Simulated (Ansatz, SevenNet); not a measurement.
**Fluorite CoSi2: properties by level of theory**

Reference values: lattice constant a 5.365 Å (measured, room temperature, not corrected to a static lattice; as tabulated in Hegde and Bowen (2014), arXiv:1405.1317); formation enthalpy -0.362 ± 0.01 eV/atom (measured, 298 K, copied from a table, unchecked, not corrected to a static lattice; as tabulated in Wang et al. (2021), doi:10.1038/s41598-021-94550-5).

| level (code) | equilibrium lattice constant a (Å) | elastic constant C11 (GPa) | elastic constant C44 (GPa) | Voigt–Reuss–Hill shear modulus (GPa) | formation enthalpy (eV/atom) |
|---|---|---|---|---|---|
| SevenNet-0 | 5.363 | [?] | 21.1 | 11.1 | -0.478 |
| BLYP (Ansatz) | [?] | 196 | [?] | 57.0 | -0.220 |
| revPBE (Ansatz) | [?] | 231 | 87.7 | 66.2 | -0.431 |
| r²SCAN+rVV10 (Ansatz) | [?] | 272 | [?] | 80.1 | -0.426 |

### Question
Fill in the missing entries.

### Answer

- SevenNet-0, elastic constant C11 (GPa): 155
- BLYP (Ansatz, a first-principles code), equilibrium lattice constant a (Å): 5.436
- BLYP (Ansatz), elastic constant C44 (GPa): 77.3
- revPBE (Ansatz), equilibrium lattice constant a (Å): 5.382
- r²SCAN+rVV10 (Ansatz), equilibrium lattice constant a (Å): 5.307
- r²SCAN+rVV10 (Ansatz), elastic constant C44 (GPa): 104

Differences from the reference values (errors of the level alone only where the reference is corrected to a static lattice):

```json
[
 {"level": "SevenNet-0", "lattice constant a (%)": "-0.04", "formation enthalpy (eV/atom)": "-0.116"},
 {"level": "BLYP", "lattice constant a (%)": "+1.32", "formation enthalpy (eV/atom)": "+0.142"},
 {"level": "revPBE", "lattice constant a (%)": "+0.32", "formation enthalpy (eV/atom)": "-0.069"},
 {"level": "r²SCAN+rVV10", "lattice constant a (%)": "-1.08", "formation enthalpy (eV/atom)": "-0.064"}
]
```

Nearest: lattice constant a, not ranked (reference at room or unstated temperature); formation enthalpy, not ranked (one source).

Machine-learned potentials (SevenNet-0) are trained on DFT data: a solid inside that data is no test of them.

Ansatz's density-functional and Hartree–Fock values are scalar-relativistic unless marked +SOC, with PAW data made under PBE.

The crystal itself was run without spin with BLYP, revPBE, r²SCAN+rVV10; a magnetic state was not tried in these runs.

Differences are worked out from the printed values.

Static lattice: no zero-point or thermal effects.
